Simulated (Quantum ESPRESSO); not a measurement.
Quantum ESPRESSO 7.5, DFT, PBE, plane waves, SSSP 1.1.2 efficiency PBE: bcc Fe, 1 atom, spin-polarised from a ferromagnetic start (nspin = 2, starting_magnetization 0.3 on Fe). Basis and mesh were picked for this test and aren't claimed converged.

| Item | Result |
|---|---|
| cell | 2.48, 2.48, 2.48 Å; 109.5, 109.5, 109.5° |
| task | scf |
| k mesh | 20×20×20 |
| ecutwfc | 45 Ry |
| ecutrho | 360 Ry |
| occupations | smearing |
| smearing | mv |
| degauss | 0.02 Ry |
| conv_thr | 1e-09 Ry |
| tprnfor | true |
| tstress | false |
| k-point pools (-nk) | 16 |
| diagonalization | david (default) |
| mixing_ndim | 8 (default) |
| k-points computed (for each spin) | 256 |
| bands | 12 |
| electrons | 16 |
| G-vectors of the density | 9189 |
| FFT grid | 30×30×30 |
| symmetry operations | 48 |

Machine: one whole node, AMD EPYC (Zen 5), 96 cores on 1 socket, no SMT, 12 L3 cache groups; 94 cores' worth of CPU time may be used.

Wall times, medians of two to five repeats, each run alone on the node (launch to exit). Processes are pinned to neighbouring cores unless said otherwise. The build: conda-forge: Open MPI 5.0, OpenMP, OpenBLAS 0.3.34 (pthreads), FFTW, ScaLAPACK, ELPA; another build can shift the numbers. Scratch files lie in a memory file system.

First run (16 ranks, mixing_mode = plain (default), mixing_beta = 0.7 (default)):

```
     init_run     :      0.59s CPU      0.60s WALL (       1 calls)
     electrons    :      1.29s CPU      1.39s WALL (       1 calls)
     forces       :      0.02s CPU      0.02s WALL (       1 calls)

     Called by init_run:
     wfcinit      :      0.12s CPU      0.12s WALL (       1 calls)
     potinit      :      0.16s CPU      0.17s WALL (       1 calls)
     hinit0       :      0.30s CPU      0.30s WALL (       1 calls)

     Called by electrons:
     c_bands      :      0.68s CPU      0.70s WALL (      11 calls)
     sum_band     :      0.11s CPU      0.12s WALL (      11 calls)
     v_of_rho     :      0.12s CPU      0.12s WALL (      11 calls)
     newd         :      0.01s CPU      0.01s WALL (      11 calls)
     PAW_pot      :      0.39s CPU      0.46s WALL (      11 calls)
     mix_rho      :      0.01s CPU      0.01s WALL (      11 calls)

     Called by c_bands:
     init_us_2    :      0.03s CPU      0.04s WALL (     768 calls)
     cegterg      :      0.52s CPU      0.53s WALL (     352 calls)

     Called by *egterg:
     cdiaghg      :      0.09s CPU      0.09s WALL (    1398 calls)
     h_psi        :      0.44s CPU      0.45s WALL (    1462 calls)
     s_psi        :      0.01s CPU      0.01s WALL (    1462 calls)
     g_psi        :      0.01s CPU      0.01s WALL (    1078 calls)

     Called by h_psi:
     h_psi:calbec :      0.01s CPU      0.01s WALL (    1462 calls)
     vloc_psi     :      0.41s CPU      0.42s WALL (    1462 calls)
     add_vuspsi   :      0.01s CPU      0.01s WALL (    1462 calls)

     General routines
     calbec       :      0.02s CPU      0.02s WALL (    1942 calls)
     fft          :      0.12s CPU      0.12s WALL (     290 calls)
     ffts         :      0.10s CPU      0.10s WALL (      44 calls)
     fftw         :      0.38s CPU      0.39s WALL (   27874 calls)
     interpolate  :      0.10s CPU      0.10s WALL (      22 calls)

     Parallel routines

     PWSCF        :      1.97s CPU      2.09s WALL
```

Second run:

```
     init_run     :      0.59s CPU      0.60s WALL (       1 calls)
     electrons    :      2.66s CPU      2.87s WALL (       1 calls)
     forces       :      0.02s CPU      0.02s WALL (       1 calls)

     Called by init_run:
     wfcinit      :      0.12s CPU      0.12s WALL (       1 calls)
     potinit      :      0.16s CPU      0.17s WALL (       1 calls)
     hinit0       :      0.30s CPU      0.30s WALL (       1 calls)

     Called by electrons:
     c_bands      :      1.18s CPU      1.22s WALL (      25 calls)
     sum_band     :      0.26s CPU      0.28s WALL (      25 calls)
     v_of_rho     :      0.26s CPU      0.27s WALL (      25 calls)
     newd         :      0.02s CPU      0.02s WALL (      25 calls)
     PAW_pot      :      0.92s CPU      1.05s WALL (      25 calls)
     mix_rho      :      0.02s CPU      0.02s WALL (      25 calls)

     Called by c_bands:
     init_us_2    :      0.07s CPU      0.08s WALL (    1664 calls)
     cegterg      :      0.92s CPU      0.95s WALL (     800 calls)

     Called by *egterg:
     cdiaghg      :      0.14s CPU      0.15s WALL (    2418 calls)
     h_psi        :      0.74s CPU      0.76s WALL (    2482 calls)
     s_psi        :      0.02s CPU      0.02s WALL (    2482 calls)
     g_psi        :      0.02s CPU      0.02s WALL (    1650 calls)

     Called by h_psi:
     h_psi:calbec :      0.03s CPU      0.03s WALL (    2482 calls)
     vloc_psi     :      0.68s CPU      0.70s WALL (    2482 calls)
     add_vuspsi   :      0.02s CPU      0.02s WALL (    2482 calls)

     General routines
     calbec       :      0.03s CPU      0.03s WALL (    3410 calls)
     fft          :      0.16s CPU      0.16s WALL (     640 calls)
     ffts         :      0.10s CPU      0.10s WALL (     100 calls)
     fftw         :      0.64s CPU      0.66s WALL (   53902 calls)
     interpolate  :      0.11s CPU      0.11s WALL (      50 calls)

     Parallel routines

     PWSCF        :      3.34s CPU      3.57s WALL
```

Problem. Both blocks come from the same system on the same machine. Which change was made from the first run to the second?
A. mixing_beta = 0.2
B. mixing_beta = 1
C. mixing_mode = TF
D. mixing_mode = TF, mixing_beta = 1

Solution. A, mixing_beta = 0.2. The largest move is in potentials (v_of_rho, newd, PAW_pot): 0.59 s to 1.3 s. The other changes gave 2.5 s (mixing_mode = TF, mixing_beta = 1), 2.7 s (mixing_mode = TF), 2.5 s (mixing_beta = 1), against 4.1 s here and 2.6 s at first.
